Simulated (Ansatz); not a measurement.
# Input and output of a self-consistent single point for SrSO4 (R3m, 6 atoms in the cell) (Ansatz)

Method: LDA (PW92), default PAW files made with PBE (plane waves; Ansatz, a program for electronic structure).

The input file:

Ansatz 0.2 input:
```yaml
crystal:
  lattice:
    - [0.000000, 3.622415, 3.622415]
    - [3.622415, 0.000000, 3.622415]
    - [3.622415, 3.622415, 0.000000]
  atoms:
    - { symbol: Sr, position: [0.503985, 0.503985, 0.503985] }
    - { symbol: S, position: [0.000000, 0.000000, 0.000000] }
    - { symbol: O, position: [0.881060, 0.881060, 0.881060] }
    - { symbol: O, position: [0.356820, 0.881060, 0.881060] }
    - { symbol: O, position: [0.881060, 0.881060, 0.356820] }
    - { symbol: O, position: [0.881060, 0.356820, 0.881060] }
basis:
  ecutwfc: 420.0
kpoints:
  mp_grid:
    grid: [6, 6, 6]
hamiltonian:
  xc: lda
  pseudopotentials:
    kind: paw
scf:
  occupations:
    method: fixed
output:
  forces: true
  eigenvalues: true
  stress: true
```

Log, with long lists cut:

```
WARN ansatz: RAYON_NUM_THREADS=1 ignored (pool sized by the plan → 1); use --threads N
Pseudopotentials: kind: paw
Pseudopotential: Sr, paw, valence charge 10
Pseudopotential: S, paw, valence charge 6
Pseudopotential: O, paw, valence charge 6
Crystal: 6 atoms, lattice volume = 95.066 Å³
Basis set: ecut = 420 eV, 1837 PW (Γ)
Bands: 26, of which v1, the nominal top of the filled ones, is band 20 counted from 1 (19 counted from 0)
Symmetry: 6 space group operations
Space group: R3m (ITA 160), of the structure as read, at distance tolerance 4.6e-5 Å
k-points: 32 of 216 (time reversal used)
PAW frozen core: Sr, regenerated for the run's functional, and the local potential with it
PAW frozen core: S, regenerated for the run's functional, and the local potential with it
PAW frozen core: O, regenerated for the run's functional, and the local potential with it
Initial density: superposition of atomic densities (neutral atoms: chi_scale 0, normalization atom), corrected by the library's trained network
Initial wavefunctions: pseudopotential atomic-orbital guess
Eigensolver: davidson
Functional: x = slater, c = lda
SCF iter   1: F=—  HF=-6537.012100 eV  |F-HF|=—  |Δ(HF+E_count)|=         —  Δρ=1.08e-2  dr2=9.09e-2  ethr=1.77e-3  ⟨swp⟩=6.5  Hψ=4091  notcnv=0  defer=123
all-band conjugate gradients solve this SCF's bands
preconditioner: auto → none
SCF iter   2: F=—  HF=-6536.989262 eV  |F-HF|=—  |Δ(HF+E_count)|=   2.28e-2  Δρ=4.85e-3  dr2=1.32e-2  ethr=2.27e-4  ⟨swp⟩=2.6  Hψ=1723  notcnv=0  defer=127
SCF iter   3: F=—  HF=-6536.985777 eV  |F-HF|=—  |Δ(HF+E_count)|=   3.48e-3  Δρ=1.68e-3  dr2=1.68e-3  ethr=3.30e-5  ⟨swp⟩=2.8  Hψ=1487  notcnv=0  defer=128
SCF iter   4: F=—  HF=-6536.985834 eV  |F-HF|=—  |Δ(HF+E_count)|=   5.64e-5  Δρ=5.71e-4  dr2=4.25e-4  ethr=4.21e-6  ⟨swp⟩=3.0  Hψ=1493  notcnv=0  defer=128
SCF iter   5: F=—  HF=-6536.985757 eV  |F-HF|=—  |Δ(HF+E_count)|=   7.72e-5  Δρ=1.23e-4  dr2=1.52e-5  ethr=1.06e-6  ⟨swp⟩=2.0  Hψ=1191  notcnv=0  defer=115
SCF iter   6: F=—  HF=-6536.985762 eV  |F-HF|=—  |Δ(HF+E_count)|=   4.81e-6  Δρ=6.87e-5  dr2=3.98e-6  ethr=3.80e-8  ⟨swp⟩=2.0  Hψ=1408  notcnv=0  defer=66
SCF iter   7: F=—  HF=-6536.985761 eV  |F-HF|=—  |Δ(HF+E_count)|=   7.36e-7  Δρ=1.94e-5  dr2=4.13e-7  ethr=9.94e-9  ⟨swp⟩=2.0  Hψ=1308  notcnv=0  defer=66
SCF iter   8: F=-6536.985761 eV  HF=-6536.985761 eV  |F-HF|=2.64e-9  |Δ(HF+E_count)|=   8.44e-8  Δρ=3.36e-6  dr2=5.79e-9  ethr=2.50e-10  ⟨swp⟩=13.5  Hψ=4919  notcnv=0
SCF 1 converged in 8 iterations: F = -6536.985761 eV  dr2 = 5.79e-9
SCF converged after 8 iterations
Free energy (F): -6536.985761 eV
Harris-Foulkes:  -6536.985761 eV  (|F-HF|=2.64e-9)
Internal energy: -6536.985761 eV  (E = F + TS)
E sigma→0 (E₀):  -6536.985761 eV
Fermi energy:    3.975978 eV
--- Per-component energies (eV) ---
  E_band       = -239.611375
  E_kinetic    = 1061.533045
  E_local      = -2775.665965  (includes V_loc(G=0)·N_el)
  E_nonlocal   = 432.223829
  E_hartree    = 931.821457
  E_xc         = -558.172958
  E_vxc        = -623.254673  (∫ρ·V_xc dr)
  E_paw        = -3755.700545  (= ΣΔE_a)
  E_vpaw       = -198.100047  (= ΣTr[D̂ρ^β])
  E_aug_tail   = 0.009966  (compensation charges beyond the density's cutoff)
  E_ewald      = -1873.869609
  E_core_change = 0.835019  (= ΣΔE_core)
  E_smearing   = -0.000000  (= −TS)
  E_closure    = 0.000000  (closes the sum)
  Σ components = -6536.985761   (vs F -6536.985761, Δ=0.00e0)
--- Forces (eV/Å), atoms counted from 1 ---
  atom   1  Sr     0.02555749     0.02555749     0.02555749
  atom   2  S      0.05665260     0.05665260     0.05665260
  atom   3  O      0.29645078     0.29645078     0.29645078
  atom   4  O      0.28413789    -0.33140033    -0.33140033
  atom   5  O     -0.33140033    -0.33140033     0.28413789
  atom   6  O     -0.33140033     0.28413789    -0.33140033
  max |Σ_I F_I| component: 1.91e-6 eV/Å
--- Stress (GPa, compression-positive) ---
       -6.643047      -0.125740      -0.125740
       -0.125740      -6.643047      -0.125740
       -0.125740      -0.125740      -6.643047
  P = ⅓ Tr σ = -6.6430 GPa (-66.430 kbar)
  The stress holds the Pulay correction. Without it, at fixed plane waves, as pw.x and ABINIT print it: P = -7.3423 GPa
--- Band table (eV; the first three rows and the last of 32) ---
  k-point 0: bands = ["-29.8834", "-18.7598", "-14.3020", "-14.2861", "-14.2861", "-11.8062", "-11.8062", "-11.7988", "-5.0502", "-1.9018", "-1.8942", "-1.8942", "0.6229", "0.6229", "2.1864", "2.1864", "2.1903", "3.9325", "3.9325", "3.9646", [...]
  k-point 1: bands = ["-29.8830", "-18.7485", "-14.3378", "-14.3016", "-14.2872", "-11.8118", "-11.8087", "-11.8015", "-4.8492", "-1.9060", "-1.8254", "-1.8169", "0.6962", "0.6971", "1.7763", "2.1233", "2.1253", "3.7291", "3.7580", "3.9391", [...]
  k-point 2: bands = ["-29.8821", "-18.7254", "-14.4344", "-14.3063", "-14.2893", "-11.8231", "-11.8145", "-11.8057", "-4.4020", "-1.9105", "-1.6631", "-1.6502", "0.8964", "0.9009", "0.9678", "1.9110", "1.9138", "3.3653", "3.3948", "3.9449", [...]
  k-point 31: bands = ["-29.8816", "-18.7135", "-14.4992", "-14.2921", "-14.2921", "-11.8256", "-11.8256", "-11.7993", "-4.1438", "-1.9090", "-1.5566", "-1.5566", "0.5380", "1.0720", "1.0720", "1.7090", "1.7090", "3.2088", "3.2088", "3.9760", [...]
```

The run converged in 8 iterations.

The starting cell comes from a database of computed structures (which also holds hypothetical and non-ambient phases and stackings), without a prior relaxation at this level. Its lattice was rescaled by up to half a per cent. One atom was moved a little off its site on purpose. With a pressure of about -7 GPa the cell is away from its equilibrium volume at this level. Ansatz's pressure includes its estimate of the finite-basis (Pulay) stress. Without the estimate this run gives -7.34 GPa.
